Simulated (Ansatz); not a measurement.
Start from BeS in the zinc blende structure (space group F-43m, No. 216; a = 4.8761 Å). Axes: x, y, z lie along the cube axes.

The values are results of PBE (Ansatz, a first-principles code, PAW, without spin-orbit coupling), not measurements.

Perturbation: the cell is scaled by 1.0100 in all directions, atoms relaxed at fixed cell.

Q: Predict the stress tensor and what it implies for the stiffness.

A: Stress of the strained cell less that of the base (GPa, compression positive):
```
  -2.62    0.00    0.00
   0.00   -2.62    0.00
   0.00    0.00   -2.62
```

Then B = −ΔP/(ΔV/V₀) with ΔV/V₀ = 0.0303 gives secant stiffness values (nonlinear terms included at this strain): B ≈ 87 GPa.

Stability against distortions was not tested.
